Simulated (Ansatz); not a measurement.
**Sn, pressure series**

The reference is Sn (space group I4/mmm, No. 139; a = 7.9989 Å, c = 4.6276 Å; a model cell).

Cell and atoms are relaxed at each pressure.

The values are results of PBEsol in Ansatz (plane waves to 420 eV, PAW, no spin-orbit coupling), not measurements.

Two rows of this table had their results exchanged by mistake.

```csv
pressure,volume per atom (Å³),shortest distance (Å),band gap
pressure 0.3 GPa,36.72,2.816,zero
pressure 0.7 GPa,32.07,2.690,zero
pressure 1.5 GPa,35.69,2.788,zero
pressure 3 GPa,34.58,2.758,zero
pressure 5 GPa,33.36,2.725,zero
pressure 7.5 GPa,36.36,2.806,zero
```

Task: Which two?

Result: The rows for pressure 0.7 GPa and pressure 7.5 GPa: the volume has to fall steadily with pressure, so 36.36 Å³ belongs to pressure 0.7 GPa and 32.07 Å³ to pressure 7.5 GPa.

Load acts through the strain it causes; cell and atoms are relaxed under it. Stability against distortions was not tested. Competing high-pressure phases were not computed. This is not the structure that Sn has at room temperature and ambient pressure.

Ansatz is an electronic-structure program.
